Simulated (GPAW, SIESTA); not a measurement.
A SIESTA input for a self-consistent single point of Sr2CdAu3 (Cm, 6 atoms in the cell) (DFT, LDA PW92, numerical atomic orbitals DZP, PseudoDojo LDA standard norm-conserving potentials (rewritten from UPF to PSML)):

```
# files in the folder: Sr.psml Cd.psml Au.psml (PseudoDojo LDA standard)
SystemName  Sr2CdAu3
SystemLabel sr2cdau3

NumberOfAtoms                6
NumberOfSpecies              3
%block ChemicalSpeciesLabel
  1 38 Sr
  2 48 Cd
  3 79 Au
%endblock ChemicalSpeciesLabel
LatticeConstant              1.0 Ang
%block LatticeVectors
     5.606941000   -2.437177000    0.000000000
     5.606941000    2.437177000    0.000000000
    -5.120010000    0.000000000    5.720549000
%endblock LatticeVectors
AtomicCoordinatesFormat      Ang
%block AtomicCoordinatesAndAtomicSpecies
     2.007239651   -0.000000000    4.578841831  1
     4.044467187   -0.000000000    1.172655340  1
    -1.219610192    0.000000000    3.441253456  2
     7.439077576    0.000000000    2.235819371  3
     5.280279553    0.000000000    4.531933329  3
     0.730325564    0.000000000    1.201086468  3
%endblock AtomicCoordinatesAndAtomicSpecies

XC.functional                LDA
XC.authors                   PW92
PAO.BasisSize                DZP
PAO.EnergyShift              0.01 Ry
MeshCutoff                   400 Ry
%block kgrid.MonkhorstPack
    4   0   0  0.0
    0   4   0  0.0
    0   0   3  0.0
%endblock kgrid.MonkhorstPack
OccupationFunction           MP
OccupationMPOrder            0
ElectronicTemperature        580.23 K

MaxSCFIterations             150
SCF.Mixer.Method             Pulay
SCF.Mixer.Weight             0.1
SCF.Mixer.History            8
SCF.DM.Tolerance             1.0E-04
Diag.ParallelOverK           true
WriteForces                  true
```

Question: Write the same calculation as an input for GPAW.

Answer: This is the input that was run; spellings and numerical settings could be chosen otherwise.

```python
from ase import Atoms
from ase.units import GPa
from gpaw import GPAW

atoms = Atoms(['Sr', 'Sr', 'Cd', 'Au', 'Au', 'Au'],
              cell=[[5.606941, -2.437177, 0.000000],
                    [5.606941, 2.437177, 0.000000],
                    [-5.120010, 0.000000, 5.720549]],
              positions=[[2.007240, -0.000000, 4.578842],
                         [4.044467, -0.000000, 1.172655],
                         [-1.219610, 0.000000, 3.441253],
                         [7.439078, 0.000000, 2.235819],
                         [5.280280, 0.000000, 4.531933],
                         [0.730326, 0.000000, 1.201086]],
              pbc=True)

calc = GPAW(mode={'name': 'pw', 'ecut': 600},
            xc='LDA',
            kpts={'size': (4, 4, 3), 'gamma': True},
            occupations={'name': 'methfessel-paxton', 'width': 0.05, 'order': 0},
            nbands=-12,
            convergence={'density': 1e-05},
            symmetry={'symmorphic': False, 'tolerance': 0.0005},
            maxiter=150,
            txt='-')

atoms.calc = calc

energy = atoms.get_potential_energy()
print('Energy (eV):', round(energy, 6))
forces = atoms.get_forces()
print('Forces (eV/Ang):')
print(forces.round(5))
stress = atoms.get_stress()
print('Stress (GPa, Voigt):', (stress / GPa).round(4))
```

Basis, cutoffs, solver keys and any potentials are the target program's own. This input uses DFT LDA (Perdew-Wang 92), plane waves, GPAW PAW datasets LDA (gpaw-data 1.0.1). LDA parametrisations can differ slightly between programs.

The starting cell comes from a database of computed structures (which also holds hypothetical and non-ambient phases and stackings), without a prior relaxation at this level. Its lattice was rescaled by a random factor within 2.5 % of one.
